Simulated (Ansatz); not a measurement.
The starting structures come from a database of crystals and need not be the phases stable at ambient conditions.

Tunnelling through a barrier is set by its complex band structure: the current falls as exp(−2κd) with the smallest κ.

Consider the following.

```yaml
crystal:
  lattice:
    - [6.41759, 0.00000, 0.00000]
    - [3.20879, 9.29474, 0.00000]
    - [3.20879, -1.10776, 3.01151]
  atoms:
    - { symbol: Li, position: [0.66208, 0.33792, 0.33792] }
    - { symbol: Li, position: [0.33792, 0.66208, 0.66208] }
    - { symbol: Li, position: [0.66208, 0.83792, 0.83792] }
    - { symbol: Li, position: [0.33792, 0.16208, 0.16208] }
    - { symbol: Ge, position: [0.00000, 0.00000, 0.00000] }
    - { symbol: Ge, position: [0.00000, 0.50000, 0.50000] }
    - { symbol: F, position: [0.28236, 0.50000, 0.50000] }
    - { symbol: F, position: [0.71764, 0.50000, 0.50000] }
    - { symbol: F, position: [0.28236, 0.00000, 0.43528] }
    - { symbol: F, position: [0.71764, 0.00000, 0.56472] }
    - { symbol: F, position: [0.65628, 0.65199, 0.03545] }
    - { symbol: F, position: [0.34372, 0.34801, 0.96455] }
    - { symbol: F, position: [0.03974, 0.15199, 0.15199] }
    - { symbol: F, position: [0.96026, 0.84801, 0.84801] }
    - { symbol: F, position: [0.03974, 0.65199, 0.26853] }
    - { symbol: F, position: [0.96026, 0.34801, 0.73147] }
    - { symbol: F, position: [0.65628, 0.15199, 0.15199] }
    - { symbol: F, position: [0.34372, 0.84801, 0.84801] }
```

Space group of this cell: P4_2/mnm. The cell is taken as given.

Transport runs along the normal of the first two printed cell vectors, the (111) plane of the conventional cell.

The gap is the functional's own. No spin-orbit coupling. Mid-gap values are interpolated on the energy grid.

**Question.** Give the band gap and the smallest decay constant κ at mid-gap that r2SCAN in Ansatz (a program for electronic structure) yields.

**Answer.** Gap 7.16 eV on a 10×10×10 mesh; κ = 0.608 1/Å, at the zone centre.
